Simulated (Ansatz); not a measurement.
Base system: Al2Au (space group Fm-3m, No. 225; a = 6.0024 Å).

Modification: a hydrostatic pressure of 7.5 GPa.

Levels (all Ansatz, an electronic-structure program, PAW): PBEsol (420 eV, no spin-orbit coupling); PBEsol+SOC (420 eV, noncollinear with spin-orbit coupling).

The geometry is relaxed with PBEsol.

PBEsol pressure: 7.5 GPa

With PBEsol+SOC at the same geometry, the pressure falls by 0.9 GPa to 6.6 GPa.

Single points use the geometry relaxed with PBEsol. The spin-orbit shifts are approximate. Load acts through the strain it causes; cell and atoms are relaxed under it. No phonon test of stability was made. No other phases were tried under pressure.
